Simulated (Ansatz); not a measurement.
Output of an Ansatz run (abridged):

```
WARN basis.ecutwfc = 420 eV, the default
WARN ansatz: RAYON_NUM_THREADS=1 ignored (pool sized by the plan → 1); use --threads N
basis.fft_grid_basis auto: the FFT boxes are laid along the combinations [[1, 1, -1], [0, 1, 0], [1, 0, 0]] of the cell's own vectors, 6.291, 9.648 and 11.467 …
Pseudopotentials: kind: paw
Pseudopotential: C, paw, valence charge 4
Pseudopotential: Hg, paw, valence charge 20
Pseudopotential: S, paw, valence charge 6
Pseudopotential: Cd, paw, valence charge 20
Pseudopotential: N, paw, valence charge 5
Pseudopotential: Br, paw, valence charge 7
Crystal: 27 atoms, lattice volume = 632.781 Å³
Basis set: ecut = 420 eV, 12329 PW (Γ), FFT grids on a1+a2−a3, a2, a1, exchange–correlation on 90×144×160 points (8 copies of the dense FFT grid, shifted against one another)
Bands: 136, of which v1, the nominal top of the filled ones, is band 109 counted from 1 (108 counted from 0)
Symmetry: 4 space group operations
Space group: Fmm2 (ITA 42), of the structure as read, at distance tolerance 8.6e-5 Å
k-points: 8 of 27 (time reversal used)
PAW frozen core: C, regenerated for the run's functional, and the local potential with it
PAW frozen core: Hg, regenerated for the run's functional, and the local potential with it
PAW frozen core: S, regenerated for the run's functional, and the local potential with it
PAW frozen core: Cd, regenerated for the run's functional, and the local potential with it
PAW frozen core: N, regenerated for the run's functional, and the local potential with it
PAW frozen core: Br, regenerated for the run's functional, and the local potential with it
Initial density: superposition of atomic densities (neutral atoms: chi_scale 0, normalization atom), corrected by the library's trained network
Initial wavefunctions: pseudopotential atomic-orbital guess
Eigensolver: davidson
Functional: x = pbesol(κ = 0.804, μ = 0.12345679012345678), c = pbesol(β = 0.046)
SCF iter   1: F=—  HF=-82853.122853 eV  |F-HF|=—  |Δ(HF+E_count)|=         —  Δρ=5.75e-3  dr2=4.08e-1  ethr=1.77e-3  ⟨swp⟩=7.2  Hψ=4937  notcnv=0  defer=1
all-band conjugate gradients solve this SCF's bands
preconditioner: auto → Resta (q_TF=auto, 2.284 Å⁻¹)
SCF iter   2: F=—  HF=-82853.058563 eV  |F-HF|=—  |Δ(HF+E_count)|=   6.43e-2  S|Δr|=    0.00e0  Δρ=3.16e-3  dr2=7.15e-2  ethr=1.87e-4  ⟨swp⟩=2.0  Hψ=1536  notcnv=0  defer=2
SCF iter   3: F=—  HF=-82853.048317 eV  |F-HF|=—  |Δ(HF+E_count)|=   1.02e-2  S|Δr|=    0.00e0  Δρ=1.36e-3  dr2=2.24e-2  ethr=3.28e-5  ⟨swp⟩=2.0  Hψ=1642  notcnv=0  defer=2
SCF iter   4: F=—  HF=-82853.045495 eV  |F-HF|=—  |Δ(HF+E_count)|=   2.82e-3  S|Δr|=    0.00e0  Δρ=6.06e-4  dr2=2.73e-3  ethr=1.03e-5  ⟨swp⟩=2.0  Hψ=1642  notcnv=0  defer=2
SCF iter   5: F=—  HF=-82853.045504 eV  |F-HF|=—  |Δ(HF+E_count)|=   8.43e-6  S|Δr|=    0.00e0  Δρ=1.72e-4  dr2=3.80e-4  ethr=1.25e-6  ⟨swp⟩=2.0  Hψ=1642  notcnv=0  defer=2
SCF iter   6: F=—  HF=-82853.045697 eV  |F-HF|=—  |Δ(HF+E_count)|=   1.94e-4  S|Δr|=    0.00e0  Δρ=7.19e-5  dr2=5.70e-5  ethr=1.74e-7  ⟨swp⟩=2.0  Hψ=1506  notcnv=0  defer=2
SCF iter   7: F=—  HF=-82853.045301 eV  |F-HF|=—  |Δ(HF+E_count)|=   3.97e-4  S|Δr|=    0.00e0  Δρ=7.53e-5  dr2=4.06e-5  ethr=2.62e-8  ⟨swp⟩=2.0  Hψ=1858  notcnv=0  defer=32
SCF iter   8: F=—  HF=-82853.045301 eV  |F-HF|=—  |Δ(HF+E_count)|=   1.69e-7  S|Δr|=    0.00e0  Δρ=1.45e-5  dr2=1.74e-6  ethr=1.86e-8  ⟨swp⟩=2.0  Hψ=1643  notcnv=0  defer=31
SCF iter   9: F=—  HF=-82853.045304 eV  |F-HF|=—  |Δ(HF+E_count)|=   2.75e-6  S|Δr|=    0.00e0  Δρ=4.52e-6  dr2=2.22e-7  ethr=8.00e-10  ⟨swp⟩=2.0  Hψ=1746  notcnv=0  defer=27
SCF iter  10: F=-82853.045304 eV  HF=-82853.045304 eV  |F-HF|=4.23e-8  |Δ(HF+E_count)|=   5.22e-7  S|Δr|=    0.00e0  Δρ=1.42e-6  dr2=2.28e-8  ethr=4.59e-11  ⟨swp⟩=12.0  Hψ=5220  notcnv=0
SCF 1 converged in 10 iterations: F = -82853.045304 eV  dr2 = 2.28e-8
SCF converged after 10 iterations
Stability not checked (fill_not_monotonic)
Free energy (F): -82853.045304 eV
Harris-Foulkes:  -82853.045304 eV  (|F-HF|=4.23e-8)
Internal energy: -82853.045304 eV  (E = F + TS)
E sigma→0 (E₀):  -82853.045304 eV
Fermi energy:    4.286712 eV
Step filling:    the computed levels leave a gap of 1.5698 eV = 11.5 smearing widths
--- Per-component energies (eV) ---
  E_band       = -3412.372162
  E_kinetic    = 5403.242371
  E_local      = -28238.892925  (includes V_loc(G=0)·N_el)
  E_nonlocal   = 1267.361616
  E_hartree    = 11848.080918
  E_xc         = -3291.444209
  E_vxc        = -2983.551851  (∫ρ·V_xc dr)
  E_paw        = -56849.242524  (= ΣΔE_a)
  E_vpaw       = -2556.693274  (= ΣTr[D̂ρ^β])
  E_aug_tail   = 0.004255  (compensation charges beyond the density's cutoff)
  E_ewald      = -12994.847345
  E_core_change = 2.692538  (= ΣΔE_core)
  E_smearing   = 0.000000  (= −TS)
  E_closure    = -0.000000  (closes the sum)
  Σ components = -82853.045304   (vs F -82853.045304, Δ=0.00e0)
--- Forces (eV/Å), atoms counted from 1 ---
  atom   1  C      5.30920182     4.62272311    -5.30948614
  atom   2  C     -5.30920182    -4.62272311    -5.30948614
  atom   3  C      5.30920182    -4.62272311    -5.30948614
  atom   4  C     -5.30920182     4.62272311    -5.30948614
  atom   5  C      0.00000000     5.55457868     5.57715738
  atom   6  C      0.00000000    -5.55457868     5.57715738
   [... 16 lines left out ...]
  atom  23  Br    -0.00706997     0.53557810     0.01350973
  atom  24  N     -5.00279798     1.78530582     5.06171738
  atom  25  N      5.00279798    -1.78530582     5.06171738
  atom  26  N     -5.00279798    -1.78530582     5.06171738
  atom  27  N      5.00279798     1.78530582     5.06171738
  max |Σ_I F_I| component: 3.66e-5 eV/Å
--- Stress (GPa, compression-positive) ---
        4.434931       0.000000       0.000000
        0.000000       9.373210       0.000000
        0.000000       0.000000       2.975958
  P = ⅓ Tr σ = 5.5947 GPa (55.947 kbar)
  The stress holds the Pulay correction. Without it, at fixed plane waves, as pw.x and ABINIT print it: P = 5.4336 GPa
--- Band table (eV; the first three rows and the last of 8) ---
  k-point 0: bands = ["-110.8579", "-110.8579", "-110.8579", "-110.8579", "-97.5269", "-59.3993", "-59.3993", "-59.3992", "-59.3992", "-59.2212", "-59.2212", "-59.2210", "-59.2210", "-59.1998", "-59.1998", "-59.1998", "-59.1998", "-58.6911", [...]
  k-point 1: bands = ["-110.8579", "-110.8579", "-110.8579", "-110.8579", "-97.5269", "-59.3993", "-59.3993", "-59.3992", "-59.3992", "-59.2211", "-59.2211", "-59.2210", "-59.2210", "-59.1998", "-59.1998", "-59.1998", "-59.1998", "-58.6911", [...]
  k-point 2: bands = ["-110.8579", "-110.8579", "-110.8579", "-110.8579", "-97.5269", "-59.3993", "-59.3993", "-59.3992", "-59.3992", "-59.2212", "-59.2212", "-59.2210", "-59.2210", "-59.1998", "-59.1998", "-59.1998", "-59.1998", "-58.6911", [...]
  k-point 7: bands = ["-110.8579", "-110.8579", "-110.8579", "-110.8579", "-97.5269", "-59.3993", "-59.3993", "-59.3992", "-59.3992", "-59.2212", "-59.2212", "-59.2210", "-59.2210", "-59.1998", "-59.1998", "-59.1998", "-59.1998", "-58.6911", [...]
```

The structure:

```xyz
27
Lattice="0.0000 11.0272 3.1457 9.1210 0.0000 3.1457 9.1210 11.0272 0.0000" Properties=species:S:1:pos:R:3 pbc="T T T"
C     11.4980    12.3747     4.4858
C      6.7441     9.6796     4.4858
C     11.4980     9.6796     4.4858
C      6.7441    12.3747     4.4858
C      9.1210    13.7884     2.2020
C      9.1210     8.2660     2.2020
Hg    11.8566    15.2215     3.3785
Hg     6.3854     6.8328     3.3785
Hg    11.8566     6.8328     3.3785
Hg     6.3854    15.2215     3.3785
S     12.6071    12.9792     3.3911
S      5.6350     9.0751     3.3911
S     12.6071     9.0751     3.3911
S      5.6350    12.9792     3.3911
Cd     9.1210    11.0272     0.2120
S      9.1210    15.0785     3.5546
S      9.1210     6.9758     3.5546
N      9.1210     9.1592     1.5099
N      9.1210    12.8952     1.5099
Br    11.9693    17.6856     3.3797
Br     6.2727     4.3687     3.3797
Br    11.9693     4.3687     3.3797
Br     6.2727    17.6856     3.3797
N     10.7737    11.9424     5.2093
N      7.4683    10.1119     5.2093
N     10.7737    10.1119     5.2093
N      7.4683    11.9424     5.2093
```

Write an input that gives this output.

Other spellings and defaults could give the same log, and not every line can be read from it. The input that was run (DFT, PBEsol, plane waves, default PAW files made with PBE):

Ansatz 0.2 input:
```yaml
crystal:
  lattice:
    - [0.00000000, 11.02716700, 3.14569300]
    - [9.12101800, 0.00000000, 3.14569300]
    - [9.12101800, 11.02716700, 0.00000000]
  atoms:
    - { symbol: C, position: [0.64380000, 0.78220000, 0.47840000] }
    - { symbol: C, position: [0.78220000, 0.64380000, 0.09560000] }
    - { symbol: C, position: [0.52160000, 0.90440000, 0.35620000] }
    - { symbol: C, position: [0.90440000, 0.52160000, 0.21780000] }
    - { symbol: C, position: [0.47520000, 0.22480000, 0.77520000] }
    - { symbol: C, position: [0.22480000, 0.47520000, 0.52480000] }
    - { symbol: Hg, position: [0.57722200, 0.49677800, 0.80314200] }
    - { symbol: Hg, position: [0.49677800, 0.57722200, 0.12285800] }
    - { symbol: Hg, position: [0.19685800, 0.87714200, 0.42277800] }
    - { symbol: Hg, position: [0.87714200, 0.19685800, 0.50322200] }
    - { symbol: S, position: [0.43641000, 0.64159000, 0.74061000] }
    - { symbol: S, position: [0.64159000, 0.43641000, 0.18139000] }
    - { symbol: S, position: [0.25939000, 0.81861000, 0.56359000] }
    - { symbol: S, position: [0.81861000, 0.25939000, 0.35841000] }
    - { symbol: Cd, position: [0.03370000, 0.03370000, 0.96630000] }
    - { symbol: S, position: [0.74870000, 0.38130000, 0.61870000] }
    - { symbol: S, position: [0.38130000, 0.74870000, 0.25130000] }
    - { symbol: N, position: [0.15530000, 0.32470000, 0.67530000] }
    - { symbol: N, position: [0.32470000, 0.15530000, 0.84470000] }
    - { symbol: Br, position: [0.68297000, 0.39143000, 0.92085000] }
    - { symbol: Br, position: [0.39143000, 0.68297000, 0.00475000] }
    - { symbol: Br, position: [0.07915000, 0.99525000, 0.31703000] }
    - { symbol: Br, position: [0.99525000, 0.07915000, 0.60857000] }
    - { symbol: N, position: [0.77890000, 0.87710000, 0.30410000] }
    - { symbol: N, position: [0.87710000, 0.77890000, 0.03990000] }
    - { symbol: N, position: [0.69590000, 0.96010000, 0.22110000] }
    - { symbol: N, position: [0.96010000, 0.69590000, 0.12290000] }
kpoints:
  mp_grid: { grid: [3, 3, 3] }
hamiltonian:
  xc: pbesol
  pseudopotentials: { kind: paw }
scf:
  occupations: { method: cold, width: 0.136 }
output:
  forces: true
  eigenvalues: true
  stress: true
```

The starting cell comes from a database of published, mostly measured structures (it also holds non-ambient and calculated ones), without a prior relaxation at this level. Its lattice was rescaled by a random factor within 2.5 % of one. Spin-orbit coupling is off. With a pressure of about 6 GPa the cell is away from its equilibrium volume at this level. Forces in this geometry exceed 1 eV/Å. Ansatz's pressure includes its estimate of the finite-basis (Pulay) stress.

Ansatz is a quantum-chemistry and plane-wave program.
